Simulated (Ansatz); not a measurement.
**RbHgF₃ in the cubic perovskite structure (space group Pm-3m, No. 221)**

```
CELL_PARAMETERS angstrom
      4.53412     0.00000     0.00000
      0.00000     4.53412     0.00000
      0.00000     0.00000     4.53412
ATOMIC_POSITIONS crystal
  Rb 0.00000 0.00000 0.00000
  Hg 0.50000 0.50000 0.50000
  F  0.50000 0.00000 0.50000
  F  0.00000 0.50000 0.50000
  F  0.50000 0.50000 0.00000
```

Level of theory: PBEsol (Ansatz, a program for electronic structure; PAW; 420 eV plane waves; no spin-orbit coupling). k-mesh 7×7×7 (Γ-centred); smearing 0.05 eV (Fermi–Dirac).

* **Volume per atom**: 18.64 Å³
* **Density**: 6.11 g/cm³
* **Band gap**: 0.44 eV, indirect, M → Γ
* **Electron mass**: 0.34 mₑ
* **Lowest conduction-band minima above the VBM**: Γ 0.44 eV
* **Total energy**: -3857.544 eV/atom (σ→0; compares only within this code and set-up)

Spin-orbit coupling, missing from the scalar runs, can matter with Hg. Masses are band curvatures over ±0.01 Å⁻¹ around the edge. Stability against distortions was not tested. Many cubic perovskites are stable only at high temperature; tilts and polar distortions were not tested.
